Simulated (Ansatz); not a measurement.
Cubic perovskite CsPbF3 was calculated with PBE0 (Ansatz, a quantum-chemistry and plane-wave program, plane waves, PAW).

Run with plane-wave cutoff 460 eV, 6×6×6 k mesh, Fermi–Dirac smearing 0.01 eV, scalar-relativistic PAW data made under PBE.

Cell (relaxed at this level):

```xyz
5
Lattice="4.8651 0.0000 0.0000 0.0000 4.8651 0.0000 0.0000 0.0000 4.8651" Properties=species:S:1:pos:R:3 pbc="T T T"
Cs     0.0000     0.0000     0.0000
Pb     2.4326     2.4326     2.4326
F      2.4326     0.0000     2.4326
F      0.0000     2.4326     2.4326
F      2.4326     2.4326     0.0000
```

Q: Predict the bulk modulus B0, band gap, direct gap at Γ and pressure derivative B′ of the bulk modulus.

A: 
bulk modulus B0: 41.9 GPa
band gap: 4.60 eV (on the SCF k mesh)
direct gap at Γ: 10.63 eV
pressure derivative B′ of the bulk modulus: 4.8

Note: the volume lies 6 % above that of the published cell.

Spin–orbit coupling is not included; with these elements it can move the gap by several tenths of an eV or more.

It cost around 30 core-minutes (rough) of CPU time.
